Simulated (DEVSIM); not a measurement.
System: Schottky contact on n-type GaAs, at 300 K.

Layer 1 from the left is GaAs, thickness (μm) 3.20, Nd (cm⁻³) 7.1e15, τn (s) 2.3e-8, τp (s) 2.3e-8.

Left contact: Schottky, work function 4.65 eV, emission velocity 5.3e6 cm/s. Right contact: ohmic. Voltage is applied to the left contact. Recombination: SRH at mid-gap. Mobility is μmin + (μ − μmin)/(1 + (N/Nref)^α).

The device is made up for the run: typed textbook-type constants, with dimensions and the other settings drawn at random. Values at 300 K.

GaAs: gap (eV) 1.424, affinity (eV) 4.07, permittivity 12.9, Nc (cm⁻³) 4.7e17, Nv (cm⁻³) 9e18, μn (cm²/Vs) 8500, μp (cm²/Vs) 400, μn,min 500, μp,min 20, Nref,n 6e16, Nref,p 1.5e17, αn 0.39, αp 0.38.

Estimate by hand the built-in potential, the peak field at zero bias, the capacitance at -6 V, and compare with a numerical solution.


- Built-in potential: barrier φB = 0.580 eV; Vbi = φB − kT/q ln(N_band/N) = 0.472 V; numerical 0.472 V.
- Peak field at zero bias: depletion approximation: W = √(2εVbi/(qN)) = 0.308 μm with N = 7.10e15 cm⁻³; field = 2Vbi/W = 30600 V/cm; numerical 29800 V/cm (estimate above by 3.0 %).
- Capacitance at -6 V: C = √(qεN / 2(Vbi + |V|)) = 10.0 nF/cm²; numerical 10.0 nF/cm².

DEVSIM, 1D drift-diffusion, Boltzmann statistics, complete ionisation; no tunnelling, impact ionisation, image-force lowering or self-heating. Metal contacts follow the ideal Schottky-Mott rule: no Fermi-level pinning, no interface dipoles.
